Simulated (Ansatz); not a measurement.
Start from CdSe in the zinc blende structure (space group F-43m, No. 216).

```cif
data_CdSe
_chemical_formula_sum 'Cd1 Se1'
_space_group_name_H-M_alt 'P 1'
_space_group_IT_number 1
_cell_length_a 4.24792
_cell_length_b 4.24792
_cell_length_c 4.24792
_cell_angle_alpha 60.000
_cell_angle_beta 60.000
_cell_angle_gamma 60.000
loop_
_space_group_symop_operation_xyz
  'x, y, z'
loop_
_atom_site_label
_atom_site_type_symbol
_atom_site_fract_x
_atom_site_fract_y
_atom_site_fract_z
_atom_site_occupancy
Cd1 Cd 0.00000 0.00000 0.00000 1
Se1 Se 0.25000 0.25000 0.25000 1
```

All numbers come from LDA (Ansatz, a quantum-chemistry and plane-wave program; PAW; 420 eV plane waves; without spin-orbit coupling).

Strains are applied to the cell and any free atomic positions relax.

One change was made to it. Results:

```csv
quantity,base,after
electron mass,0.041 mₑ (at Γ),0.031 mₑ (at Γ)
band gap,0.41 eV,0.29 eV
pressure,0.00 GPa,-2.99 GPa
energy relative to the base (free energy F),0 meV/atom,+16 meV/atom
```

Which of these changes matches the shifts?
(A) isotropic strain +2.00 %
(B) isotropic strain +1.00 %
(C) isotropic strain −1.00 %

A, isotropic strain +2.00 %. For comparison, the band gap in the other runs: isotropic strain −1.00 % gives 0.46 eV; isotropic strain +1.00 % gives 0.35 eV.

Effective masses come from finite differences of ±0.01 Å⁻¹. No phonon test of stability was made. The zero or small gap of CdSe under isotropic strain +2.00 % can change with the level of theory.
